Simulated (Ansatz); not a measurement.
Ansatz (a quantum-chemistry and plane-wave program) is run on GePt (Pnma, 8 atoms in the cell), and the run fails. The aim is a self-consistent single point with DFT, revPBE, plane waves, default PAW files made with PBE.

Cell that was meant: a = 5.7572 Å, b = 3.7308 Å, c = 6.1128 Å, α = 90.00°, β = 90.00°, γ = 90.00°.

Part of the input:

Ansatz 0.2 input:
```yaml
    - { symbol: Pt, position: [0.501850, 0.750000, 0.307290] }
kpoints:
  mp_grid: { grid: [5, 7, 5], shift: [0.5, 0.5, 0.5] }
hamiltonain:
  xc: revpbe
  pseudopotentials: { kind: paw }
scf:
```

Log, with long lists cut:

```
Error: YAML parse error: error: line 18 column 1: unknown field `hamiltonain`, expected one of crystal, accuracy, basis, kpoints, hamiltonian, magnetization, projection, total_charge, correlation, batch, efield, external_charges, scf, relax, neb, saddle, md, ramp, phonons, dielectric, real_time, elastic, magnetic_configurations, gw, evaluate, workflow, output, checkpoint, execution
  --> <input>:18:1
   |
16 | kpoints:
17 |   mp_grid: { grid: [5, 7, 5], shift: [0.5, 0.5, 0.5] }
18 | hamiltonain:
   | ^ unknown field `hamiltonain`, expected one of crystal, accuracy, basis, kpoints, hamiltonian, magnetization, projection, total_charge, correlation, [...]
19 |   xc: revpbe
20 |   pseudopotentials: { kind: paw }
   |
```

From the messages shown, name the fault and mend the input.

The program does not know the word hamiltonain. To fix it, write hamiltonian. The program stopped before any SCF iteration.

The sound input it was made from differs as follows (other fixes are possible):
```diff
-hamiltonain:
+hamiltonian:
```

With that input, the run converged in 7 iterations: free energy E − TS (on the zero of these files) -67331.0631 eV; Fermi level (on the code's own zero) 17.67 eV; pressure 6.87 GPa; largest force (vector length) 0.129 eV/Å (DFT, revPBE, plane waves, default PAW files made with PBE).

On the sound input: the starting cell comes from a database of computed structures (which also holds hypothetical and non-ambient phases and stackings), without a prior relaxation at this level. Its lattice was rescaled by a random factor within 2.5 % of one. Spin polarisation is off. With a pressure of about 7 GPa the cell is away from its equilibrium volume at this level. Ansatz's pressure includes its estimate of the finite-basis (Pulay) stress.
